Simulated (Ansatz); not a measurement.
Where the default PAW files enter, the runs use the earlier of Ansatz's two default sets.

Inside the gap of an insulator the Bloch states are evanescent, with a wavenumber k + iκ along the transport direction.

Input:

```xyz
2
Lattice="4.6792 0.0000 0.0000 0.0000 4.6792 0.0000 2.3396 -2.3396 3.3087" Properties=species:S:1:pos:R:3 pbc="T T T"
Rb     0.0000     0.0000     0.0000
Cl     2.3396     2.3396     0.0000
```

Space group of this cell: Fm-3m, rock salt. The cell is taken as given; by PBEsol its mean pressure is -0.5 GPa.

Transport runs along the normal of the first two printed cell vectors, the (001) plane of the conventional cell.

The gap is the functional's own, uncorrected, and κ follows it; spin-orbit coupling is left out. Mid-gap values are interpolated between the computed energies.

### Question
Predict the band gap and the smallest decay constant κ at mid-gap from PBEsol (Ansatz, a first-principles code).

### Answer
Gap 4.80 eV on a 10×10×10 mesh; κ = 0.352 1/Å, at the zone centre.
